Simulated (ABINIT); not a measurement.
A short convergence ladder for Bi (R-3m, 2 atoms in the cell)

```yaml
crystal:
  lattice:
    - [4.14499, -2.26363, 0.00000]
    - [4.14499, 2.26363, 0.00000]
    - [2.90880, 0.00000, 3.72073]
  atoms:
    - { symbol: Bi, position: [0.23824, 0.23824, 0.23824] }
    - { symbol: Bi, position: [0.76600, 0.76600, 0.76600] }
```

Base method: PBEsol, norm-conserving pseudopotentials (PseudoDojo nc-sr-04 PBEsol standard) (plane waves; ABINIT).

Base settings: pseudos = [Bi.upf]; ecut = 898 eV; ixc = -116133; occopt = 7; tsmear = 0.00367493 Ha; ngkpt = 4 4 4; nshiftk = 1; shiftk = 0 0 0; potentials = PseudoDojo nc-sr-04 PBEsol standard; nband = 21.

The count of work is k-points × plane waves × bands × iterations; it is no time. 

**The k-point mesh**

The second cell is the first with its lattice scaled by 0.98.

Only quantities that move along the ladder and can be compared are tabulated.

| ngkpt | free energy less the last step's (meV/atom) | energy of the compressed cell less the first (meV/atom) | pressure (GPa) | largest difference of a force vector from the last step's (eV/Å) | count of work / last |
|---|---|---|---|---|---|
| 2 2 2 | 946.82 | 96.45 | 5.58 | 2.771 | 0.043 |
| 3 3 3 | -63.66 | 9.87 | -0.89 | 0.056 | 0.12 |
| 4 4 4 | -14.57 | 10.05 | -0.83 | 0.122 | 0.32 |
| 6 6 6 | 0.00 | 12.57 | -0.64 | 0.000 | 1.0 |

Coarsest ngkpt that holds the pressure within 1 GPa of the last step, with all finer ones: 3 3 3, at 0.12 of the last step's count of work; the step before is off by 6.2 GPa.

Coarsest ngkpt that holds the forces within 0.02 eV/Å: not settled: the last two steps still differ by 0.12 eV/Å, over half the tolerance, so the ladder does not show it.

Coarsest ngkpt that holds the free energy within 5 meV/atom: not settled: the last two steps still differ by 15 meV/atom, over half the tolerance, so the ladder does not show it.

On the base run: the starting cell has typed, rounded lattice constants, without a prior relaxation at this level. Its lattice was rescaled by up to half a per cent. One atom was moved a little off its site on purpose. Without a gap this mesh is coarse (it stands for a supercell whose shortest vector is 18 Å).
